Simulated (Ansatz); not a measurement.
# What a tighter setting buys: kpoints.mp_grid.grid, K₂PbF₆ (Fm-3m, 9 atoms in the cell)

Cell: a = 6.1984 Å, b = 6.1984 Å, c = 6.1984 Å, α = 60.00°, β = 60.00°, γ = 60.00°.

Method: PBE (plane waves, PAW; Ansatz, a first-principles code).

Base settings: kpoints.mp_grid.grid = 4 4 4; hamiltonian.xc = pbe; hamiltonian.pseudopotentials = {kind: paw} (the program's default PAW files); scf.occupations.method = gaussian; scf.occupations.width = 0.1 eV.

Misses are taken against the tightest run, 16 16 16, which need not be fully converged itself. The energy is the free energy per atom.

The count of work is k-points × plane waves × bands × iterations; it is no time, and leaves out set-up, grids and terms that scale otherwise. 

The starting cell was generated: these elements placed on a structure prototype, without a prior relaxation; it need not be a known phase or ordering of this composition. Its lattice was rescaled by a random factor within 2.5 % of one. Ansatz's pressure includes its estimate of the finite-basis (Pulay) stress.

The runs (kpoints.mp_grid.grid): 1 1 1 | 2 2 2 | 3 3 3 | 4 4 4 | 5 5 5 | 6 6 6 | 7 7 7 | 9 9 9 | 10 10 10 | 13 13 13 | 16 16 16.

Q: Which is the coarsest setting among those run that, with all tighter ones, holds the energy within 20 meV/atom of the reference, and what does it save?

A: 2 2 2, off by 0.95 meV/atom; it needs 0.021 of the reference's count of work.

Q: What does the step from 1 1 1 to 2 2 2 buy?

A: It takes the miss in the energy from 200 to 0.95 meV/atom, for 2.6 times the count of work.

```tsv
kpoints.mp_grid.grid	energy less reference (meV/atom)	pressure less reference (GPa)	largest difference in the force on any atom (eV/Å)	count of work / reference
1 1 1	200.27	3.67	0.386	0.0080
2 2 2	0.95	0.02	0.005	0.021
3 3 3	-0.07	0.00	0.000	0.028
4 4 4	-0.05	0.00	0.000	0.055
5 5 5	-0.05	0.00	0.000	0.069
6 6 6	0.00	0.00	0.000	0.11
7 7 7	-0.01	0.00	0.000	0.14
9 9 9	0.00	0.00	0.000	0.24
10 10 10	0.00	0.00	0.000	0.32
13 13 13	-0.01	0.00	0.000	0.58
16 16 16	0.00	0.00	0.000	1.0
```

Keys are those of Ansatz 0.2.
